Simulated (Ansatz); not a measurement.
Consider the following.

```
CELL_PARAMETERS angstrom
      5.47231    -0.03887     0.06064
     -0.03887     5.43317    -0.10227
      0.06064    -0.10227     5.48003
ATOMIC_POSITIONS crystal
  Ga 0.25027 0.00094 0.50147
  Ga 0.74973 0.99906 0.49853
  Ga 0.50098 0.75000 0.99746
  Ga 0.49902 0.25000 0.00254
  Ga 0.00145 0.50241 0.75027
  Ga 0.99855 0.49759 0.24973
  N  0.24942 0.49760 0.99639
  N  0.75058 0.50240 0.00361
  N  0.99756 0.75010 0.50628
  N  0.00244 0.24990 0.49372
  N  0.49641 0.99385 0.74932
  N  0.50359 0.00615 0.25068
```

No spin polarisation.

Computed with Ansatz (a program for electronic structure) PBEsol, no spin-orbit coupling. Γ-centred 5×5×5 mesh, Fermi–Dirac width 0.05 eV.

Predict the gap character.

Direct at Γ.

What pressure (mean of the normal stresses, compression positive) does the calculation give?

43.5 kbar.

What is the computed band gap?

1.55 eV.

The cells carry an imposed strain or load. Whether these cells are dynamically stable was not tested. The cell was made from GaN (space group Pm-3n, No. 223; a hypothetical phase, not in the database extracts checked) by this change: strain tensor (xx, yy, zz, yz, xz, xy) = (−0.74, −1.45, −0.60, −1.86, +1.10, −0.71) %.
